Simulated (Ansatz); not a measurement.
Take PtGe (space group Pnma, No. 62; a = 5.7718 Å, b = 3.7130 Å, c = 6.1288 Å) as the base.

Calculations: r2SCAN, PAW, 500 eV (Ansatz, a program for electronic structure; scalar-relativistic without spin-orbit coupling).

For the base:

The pressure comes out as 0.0 GPa.

It is then changed as follows: the cell is scaled by 1.0091 in all directions, atoms relaxed at fixed cell.

Estimate the effect on the energy relative to the base, largest internal atomic displacement and pressure.

The energy rises by 5.8 meV/atom; the largest internal atomic displacement is 0.021 Å; the pressure (mean of the normal stresses, compression positive) goes from zero to -4.0 GPa.

The cells carry an imposed strain or load. No phonon test of stability was made. All final runs are without spin polarisation.
